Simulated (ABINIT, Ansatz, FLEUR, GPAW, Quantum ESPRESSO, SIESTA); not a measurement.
# MgH2 (P4_2/mnm, 6 atoms in the cell) computed with different codes at matched settings

Self-consistent single point.

```xyz
6
Lattice="4.4588 0.0000 0.0000 0.0000 4.4588 0.0000 0.0000 0.0000 2.9806" Properties=species:S:1:pos:R:3 pbc="T T T"
Mg     2.2294     2.2294     1.4903
Mg     0.0000     0.0000     0.0000
H      3.1014     3.1014     0.0000
H      1.3574     1.3574     0.0000
H      3.5868     0.8720     1.4903
H      0.8720     3.5868     1.4903
```

Shared settings, as Ansatz (a quantum-chemistry and plane-wave program) writes them: kpoints.mp_grid.grid = 3 3 4; scf.occupations.method = fermi_dirac; scf.occupations.width = 0.01 eV. Potentials and cutoffs stand in the table.

```
code                                                                                                                                model  pressure (GPa)  largest force (eV/Å)  gap on the mesh (eV)           cutoff
----------------  -----------------------------------------------------------------------------------------------------------------------  --------------  --------------------  --------------------  ---------------
Ansatz                                                                                                                     PBE, PAW files            1.92                 0.006                 3.959           420 eV
FLEUR                                                                        PBE, all-electron FLAPW (FLEUR), scalar-relativistic valence               –                     –                 3.956  Kmax 4.5 1/bohr
GPAW                                                                                         PBE, GPAW PAW datasets PBE (gpaw-data 1.0.1)            1.97                 0.006                 3.963           850 eV
SIESTA            GGA PBE, numerical atomic orbitals TZP, PseudoDojo PBE standard norm-conserving potentials (rewritten from UPF to PSML)            2.48                 0.025                 3.939      grid 300 Ry
Quantum ESPRESSO                                                                           PBE, GBRV 1.5 ultrasoft (PBE) pseudopotentials            2.01                 0.008                 3.955            40 Ry
ABINIT                                                           PBE, norm-conserving pseudopotentials (PseudoDojo nc-sr-05 PBE standard)            2.08                 0.009                 3.954            42 Ha
```

A dash marks a value that a program does not give, or that is left out as unsure.

Gaps are read on the mesh. Another mesh or the band path gives a smaller gap, so these values are not converged in the mesh.

The spread over the programs that give each value: pressure within 0.56 GPa; largest force within 0.019 eV/Å; gap on the mesh within 0.024 eV.

SIESTA uses small atom-centred bases, whose incompleteness enters pressures, forces and empty levels differently from a plane-wave cutoff. FLEUR treats all electrons, but the usual bases taken here (sphere radii, linearisation, local orbitals, empty states) were not tested for convergence, so the values are no reference for the others. Ansatz's pressure is given at a fixed set of plane waves, as the other plane-wave codes print theirs; with its correction for the finite basis it is 2.03 GPa.

On the base mesh (8 8 11) the same programs gave: Ansatz pressure 1.87 GPa, gap on the mesh 3.891 eV; Quantum ESPRESSO pressure 1.96 GPa, gap on the mesh 3.888 eV; ABINIT pressure 2.03 GPa, gap on the mesh 3.886 eV; GPAW pressure 1.92 GPa, gap on the mesh 3.894 eV; FLEUR gap on the mesh 3.889 eV; SIESTA pressure 2.41 GPa, gap on the mesh 3.888 eV.

The values differ from the base mesh's, so the mesh still matters here: the table compares the programs at equal settings.

The starting cell comes from a database of computed structures (which also holds hypothetical and non-ambient phases and stackings), without a prior relaxation at this level. Its lattice was rescaled by a random factor within 2.5 % of one.

Left out of this page: CP2K (on another mesh).

Keys are those of Ansatz 0.2.
